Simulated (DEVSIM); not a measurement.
Structure: abrupt GaAs p-n junction, at 250 K.

```
layer (left to right)  material  thickness (μm)  Nd (cm⁻³)  Na (cm⁻³)  τn (s)  τp (s)
---------------------  --------  --------------  ---------  ---------  ------  ------
1                          GaAs            17.0          -     1.4e17  5.4e-8  5.4e-8
2                          GaAs            93.0     1.4e15          -  5.4e-8  1.6e-9
```

Left contact: ohmic. Right contact: ohmic. Voltage is applied to the left contact. Recombination: SRH at mid-gap. Mobility is constant in doping.

This is a model device: material constants are rounded textbook-type values typed into the input, and sizes, dopings and lifetimes were drawn at random. Values at 300 K; Nc and Nv go as T^1.5, mobilities as T to minus their exponent, the gap by Varshni's rule with the affinity fixed.

```tsv
parameter	GaAs
gap (eV)	1.424
affinity (eV)	4.07
permittivity	12.9
Nc (cm⁻³)	4.7e17
Nv (cm⁻³)	9e18
μn (cm²/Vs)	8500
μp (cm²/Vs)	400
T exponent of μn	2.1
T exponent of μp	2.2
Varshni α (eV/K)	0.000541
Varshni β (K)	204
```

Model (solved in DEVSIM): 1D drift-diffusion, Boltzmann statistics, complete ionisation; no tunnelling, impact ionisation, image-force lowering or self-heating.

Tabulate band edges, carrier densities and field at 1.05 V on the left contact.

Energies count from the Fermi level of the right contact; mesh points crowd at the junctions.

```tsv
x (μm)	Ec (eV)	Ev (eV)	n (cm⁻³)	p (cm⁻³)	field (V/cm)
0.000	0.312	-1.134	< 1e2	1.4e17	≈ 0
0.05430	0.312	-1.134	5.4e8	1.4e17	≈ 0
0.2311	0.312	-1.134	2.3e9	1.4e17	≈ 0
0.7735	0.312	-1.134	7.7e9	1.4e17	≈ 0
3.877	0.312	-1.134	3.8e10	1.4e17	≈ 0
11.12	0.312	-1.134	1.1e11	1.4e17	≈ 0
15.13	0.312	-1.134	1.5e11	1.4e17	≈ 0
16.64	0.312	-1.134	1.7e11	1.4e17	≈ 0
16.90	0.312	-1.134	1.7e11	1.4e17	≈ 0
16.99	0.305	-1.141	2.4e11	1.0e17	-6300
17.02	0.257	-1.190	2.3e12	1.0e16	-10000
17.20	0.159	-1.287	2.1e14	1.1e14	-3100
17.71	0.119	-1.327	1.4e15	1.4e13	-37
19.39	0.119	-1.328	1.4e15	4.5e12	≈ 0
28.35	0.119	-1.327	1.4e15	9.2e9	≈ 0
54.12	0.119	-1.327	1.4e15	200	≈ 0
91.82	0.119	-1.327	1.4e15	< 1e2	≈ 0
104.5	0.119	-1.327	1.4e15	< 1e2	≈ 0
108.8	0.119	-1.327	1.4e15	< 1e2	≈ 0
109.7	0.119	-1.327	1.4e15	< 1e2	≈ 0
109.9	0.119	-1.327	1.4e15	< 1e2	≈ 0
110.0	0.119	-1.327	1.4e15	< 1e2	≈ 0
```
